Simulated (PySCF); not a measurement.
PySCF 2.14.0, unrestricted PBE/def2-svpd, df: F[Si](F)[Si](F)(F)F, charge 0, multiplicity 2, 7 atoms. The geometry is a generated start, not checked to be a minimum at this level.

| Property | Result |
|---|---|
| task | energy |
| method | pbe |
| basis | def2-svpd |
| two-electron scheme | density fitting |
| mol.max_memory | 3000 MB |
| mf.max_cycle | 100 |
| mf.init_guess | minao (default) |
| mf.DIIS | CDIIS (default) |
| mf.conv_tol | 1e-09 (default) |
| mf.grids.level | 3 (default) |
| basis functions | 163 |
| grid points | 109672 |

```xyz
7

F      1.9741    -1.4020     0.2802
Si     1.3160    -0.1568    -0.4986
F      2.2110     1.0040     0.1640
Si    -0.8736     0.0643     0.0084
F     -1.6333    -0.3202     1.3533
F     -1.3211     1.5676    -0.2199
F     -1.6730    -0.7570    -1.0875
```

Charge 0 and multiplicity 2 are set for this test and not shown to be the ground state.

One run each on 2 threads, 1 BLAS thread. Values of diis_space tried: 3, 5, 8 (default), 12, 20.

Task: How does the count of Fock builds change with diis_space, and where is it least?

Result: Fewest Fock builds, within one of each other: 5 with 14, 8 (default) with 13, 12 with 13, 20 with 13. The count rises to 20 at 3. All converge to one solution.

```
diis_space   Fock builds            end
-----------  -----------  -------------
3                     20  same solution
5                     14  same solution
8 (default)           13  same solution
12                    13  same solution
20                    13  same solution
```
